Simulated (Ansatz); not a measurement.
## A computed series for CdSe: response to strain

Consider CdSe in the wurtzite structure (space group P6_3mc, No. 186; a = 4.248 Å, c = 6.941 Å). Axes: x lies along a and z along c of the hexagonal cell.

Strains are applied to the cell and any free atomic positions relax.

Level of theory: LDA/PAW in Ansatz (an electronic-structure program), no spin-orbit coupling.

```csv
uniaxial strain ε_zz (%),band gap (eV)
0,0.46
0.6,0.44
1.2,0.41
1.8,?
2.4,0.36
3,0.34
```

Task: Fit E_g = E₀ + Dε (ε in %) to the rows shown and predict the withheld row.

Result: Least squares on the printed values gives E₀ = 0.46 eV, D = -41.1 meV per % of strain (largest residual 0.00 eV); this predicts 0.39 eV, and the run gives 0.39 eV, in agreement.

Stability against distortions was not tested.
